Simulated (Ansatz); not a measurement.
This Ansatz (a first-principles code) input is the reference run, MgO in the rock salt structure (space group Fm-3m, No. 225), computed with DFT with PBE, PAW potentials and a 420 eV plane-wave cutoff in Ansatz, scalar-relativistic without spin-orbit coupling:

Ansatz 0.2 input:
```yaml
crystal:
  lattice:
    - [0, 2.1269387595, 2.1269387595]
    - [2.1269387595, 0, 2.1269387595]
    - [2.1269387595, 2.1269387595, 0]
  atoms:
    - { symbol: Mg, position: [0.5, 0.5, 0.5] }
    - { symbol: O, position: [0, 0, 0] }
basis: { ecutwfc: 420, ecutrho_ratio: 4, xc_grid: 2, fft_grid_basis: typed }
kpoints: { mp_grid: { grid: [31, 31, 31] } }
hamiltonian:
  xc: pbe
  dispersion: none
  pseudopotentials: { kind: paw }
scf: { occupations: { method: fermi_dirac, width: 0.0259 }, convergence: { dr2_threshold: 0.0000000002 } }
output: { forces: true, stress: true }
checkpoint: { write: state.ck, write_every: 1000 }
```

Question: Write the input for this change: hole doping at 5.0×10^20 cm⁻³ (0.00962 per cell), with a uniform compensating background at fixed cell and a 300 K Fermi–Dirac width.

Answer: 
Ansatz 0.2 input:
```yaml
crystal:
  lattice:
    - [0, 2.1269387595, 2.1269387595]
    - [2.1269387595, 0, 2.1269387595]
    - [2.1269387595, 2.1269387595, 0]
  atoms:
    - { symbol: Mg, position: [0.5, 0.5, 0.5] }
    - { symbol: O, position: [0, 0, 0] }
basis: { ecutwfc: 420, ecutrho_ratio: 4, xc_grid: 2, fft_grid_basis: typed }
kpoints: { mp_grid: { grid: [31, 31, 31] } }
hamiltonian:
  xc: pbe
  dispersion: none
  pseudopotentials: { kind: paw }
total_charge: 0.009622
scf: { occupations: { method: fermi_dirac, width: 0.0259 }, convergence: { dr2_threshold: 0.0000000002 } }
relax: { f_tol: 0.005, max_steps: 30 }
output: { forces: true, stress: true }
checkpoint: { write: state.ck, write_every: 1000 }
```
This is the input that was run.

Carriers are added with a uniform compensating background; total energy and stress of such cells depend on the potential's zero and are not compared; many-body gap narrowing is missing at this level. No phonon test of stability was made.
